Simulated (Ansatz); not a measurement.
Functionals compared on the (111) surface of bcc Rb in its 1x1 cell, outermost plane spacing 1.64 Å in the ideal cut, in Ansatz (plane waves, PAW). The structure was relaxed with PBE; the other rows are single points on it, each with its references at the same level. Cutoff 420 eV (500 eV for r2SCAN).

Model: 7-atom slab, 9.8 Å thick at the start (thin: gaps and levels are the slab's own), 6x6x1 mesh, Fermi-Dirac 0.1 eV, dipole correction, all atoms relaxed; held to the start's symmetry, so lower structures may exist; no spin, no spin-orbit, no U. These notes are the PBE run's.

| functional | surface energy (J/m²) | work function of the top face (eV) | rough cost of the single point |
|---|---|---|---|
| PBE | 0.10 | 2.14 | – |
| LDA | 0.12 | 2.28 | about 28 core-seconds (a rough figure) |
| PBEsol | 0.12 | 2.14 | about 30 core-seconds (a rough figure) |
| RPBE | … | … | about 30 core-seconds (a rough figure) |
| r2SCAN | 0.11 | 2.09 | about 70 core-seconds (a rough figure) |

Q: Fill in the missing entries.

A: 
- RPBE, surface energy (J/m²): 0.09
- RPBE, work function of the top face (eV): 2.06

Ansatz is a program for electronic structure.
